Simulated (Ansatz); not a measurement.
System: ScPd3 (Pm-3m, No. 221, 4 atoms in the cell; start mp-2677). Method: LDA in Ansatz (PAW).

Settings: plane-wave cutoff 520 eV, 14×14×14 k mesh, Fermi–Dirac smearing 0.05 eV, scalar-relativistic PAW data made under PBE.

Cell (relaxed at this level):

Pd3Sc is modelled in the cubic space group Pm-3m (No. 221), the Cu3Au type structure, Pearson symbol cP4. Lattice parameters: a = b = c = 3.902 Å, α = β = γ = 90.00°. Sc on 1a is coordinated by 12 Pd at 2.759 Å and 6 Sc at 3.902 Å. Pd on 3c is coordinated by 8 Pd at 2.759 Å and 4 Sc at 2.759 Å (cuboctahedral). (Neighbours: up to the widest gap in distance over summed covalent radii, below 1.35, at either atom.)

Q: Give the computed bulk modulus.

A: 
bulk modulus: 187 GPa

The run finds no gap.

Note: the bulk modulus is −V dP/dV from two relaxed cells at ±2 % in volume; the relaxation could not lower the start's symmetry, so the cell can be a saddle point above a distorted one.

Computed values are for the static lattice.

Computing time: about 80 core-seconds (a rough figure).

A start named mp-… is a Materials Project structure, which need not be a measured phase.

Ansatz is a first-principles code.
